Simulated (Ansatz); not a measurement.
(Si)7/(AlP)7 zinc blende (110) superlattice on Si +1.0%, space group Pmm2.

The geometry comes from a PBE relaxation.

```yaml
crystal:
  lattice:
    - [3.90773, 0.00000, 0.00000]
    - [0.00000, 5.52202, 0.00000]
    - [0.00000, 0.00000, 27.11498]
  atoms:
    - { symbol: Si, position: [0.00000, 0.98871, 0.00067] }
    - { symbol: Si, position: [0.50000, 0.23444, 0.00000] }
    - { symbol: Si, position: [0.50000, 0.47835, 0.07150] }
    - { symbol: Si, position: [0.00000, 0.72611, 0.07041] }
    - { symbol: Si, position: [0.00000, 0.98009, 0.14164] }
    - { symbol: Si, position: [0.50000, 0.22821, 0.14226] }
    - { symbol: Si, position: [0.50000, 0.47963, 0.21295] }
    - { symbol: Si, position: [0.00000, 0.72776, 0.21295] }
    - { symbol: Si, position: [0.00000, 0.98009, 0.28427] }
    - { symbol: Si, position: [0.50000, 0.22821, 0.28365] }
    - { symbol: Si, position: [0.50000, 0.47835, 0.35440] }
    - { symbol: Si, position: [0.00000, 0.72611, 0.35550] }
    - { symbol: Si, position: [0.00000, 0.98871, 0.42524] }
    - { symbol: Si, position: [0.50000, 0.23444, 0.42591] }
    - { symbol: Al, position: [0.50000, 0.51117, 0.49698] }
    - { symbol: P, position: [0.00000, 0.76621, 0.49737] }
    - { symbol: Al, position: [0.00000, 0.02309, 0.56908] }
    - { symbol: P, position: [0.50000, 0.27149, 0.57017] }
    - { symbol: Al, position: [0.50000, 0.52158, 0.64153] }
    - { symbol: P, position: [0.00000, 0.77086, 0.64090] }
    - { symbol: Al, position: [0.00000, 0.02142, 0.71295] }
    - { symbol: P, position: [0.50000, 0.27059, 0.71295] }
    - { symbol: Al, position: [0.50000, 0.52158, 0.78438] }
    - { symbol: P, position: [0.00000, 0.77086, 0.78501] }
    - { symbol: Al, position: [0.00000, 0.02309, 0.85682] }
    - { symbol: P, position: [0.50000, 0.27149, 0.85574] }
    - { symbol: Al, position: [0.50000, 0.51117, 0.92893] }
    - { symbol: P, position: [0.00000, 0.76621, 0.92854] }
```

Computed with HSE06 (plane waves to 420 eV, PAW; Ansatz, a program for electronic structure). Scalar-relativistic, without spin–orbit coupling. Its k-point mesh 4×3×1, Fermi–Dirac width 0.01 eV. HSE06 ran on meshes of its own (4×3×1); its edges and gaps are taken over the mesh and over extra points off it, mostly where PBE has its edges.

### Question
List the levels next to the gap at (0.500, 0.000, 0.000) of this cell's own (folded) zone, from the top of the valence band (the table ends after a fixed count of bands, which can cut a degenerate set).

### Answer
```json
[
 {"band": "v4", "E − E_v (eV)": "-2.186"},
 {"band": "v3", "E − E_v (eV)": "-1.682"},
 {"band": "v2", "E − E_v (eV)": "-1.554"},
 {"band": "v1", "E − E_v (eV)": "-1.075"},
 {"band": "c1", "E − E_v (eV)": "1.376"},
 {"band": "c2", "E − E_v (eV)": "1.523"},
 {"band": "c3", "E − E_v (eV)": "1.525"},
 {"band": "c4", "E − E_v (eV)": "1.631"}
]
```
